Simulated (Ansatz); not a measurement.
The reference is Zr in the hcp (Mg type) structure (space group P6_3/mmc, No. 194; a = 3.246 Å, c = 5.151 Å).

Calculations: r2SCAN (Ansatz, a program for electronic structure; PAW; 500 eV plane waves; without spin-orbit coupling).

Base values:

- c/a ratio = 1.587
- Volume per atom = 23.50 Å³

It is then changed as follows: a hydrostatic pressure of 30 GPa.

What does the calculation give for the c/a ratio and volume per atom after the change?

The c/a ratio grows by 0.056 (1.587 → 1.643); the volume per atom falls by 4.78 Å³ to 18.72 Å³.

Load acts through the strain it causes; cell and atoms are relaxed under it. Whether these cells are dynamically stable was not tested. The final runs are not spin-polarised. Measured, Zr leaves this structure (for the ω phase) near 3 GPa (temperature not stated; as listed in C. Cazorla, D. Alfè, M. J. Gillan, Physical Review B (2008)).
